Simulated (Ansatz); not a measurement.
# Band gap of LuAlN2 (model structure, started from the LiGaO2 type, Pna2₁, No. 33, 16 atoms in the cell) at several levels of theory

No measured value is used here.

```json
[
 {"level (code)": "LDA (Ansatz)", "value (eV)": "2.80"},
 {"level (code)": "PBE (Ansatz)", "value (eV)": "2.92"},
 {"level (code)": "PBE+SOC (Ansatz)", "value (eV)": "2.86 (indirect)"},
 {"level (code)": "PBEsol (Ansatz)", "value (eV)": "[?]"},
 {"level (code)": "PBEsol+SOC (Ansatz)", "value (eV)": "2.77 (indirect)"},
 {"level (code)": "r²SCAN (Ansatz)", "value (eV)": "3.32"},
 {"level (code)": "r²SCAN+SOC (Ansatz)", "value (eV)": "3.26 (indirect)"},
 {"level (code)": "HSE06 (Ansatz)", "value (eV)": "[?]"}
]
```

Q: Some entries are withheld; supply them.

A: 
- PBEsol (Ansatz, a quantum-chemistry and plane-wave program), value (eV): 2.83
- HSE06 (Ansatz), value (eV): 4.17

Computed values are for a static lattice. Levels without +SOC have no spin–orbit coupling; where heavier elements are present it shifts gaps, mostly down, and can invert bands.  PBE+SOC, PBEsol+SOC, r²SCAN+SOC: the gap is read on the k mesh or supercell of the run alone and can be too large. Values are at the PBEsol cell. Cutoffs and k meshes differ between the levels. Ansatz's density-functional and Hartree–Fock values are scalar-relativistic unless marked +SOC, with PAW data made under PBE.

A model structure was made by putting elements into a prototype or built by hand; it is no filed structure, need not be a known phase, and can be a saddle point held by its symmetry.
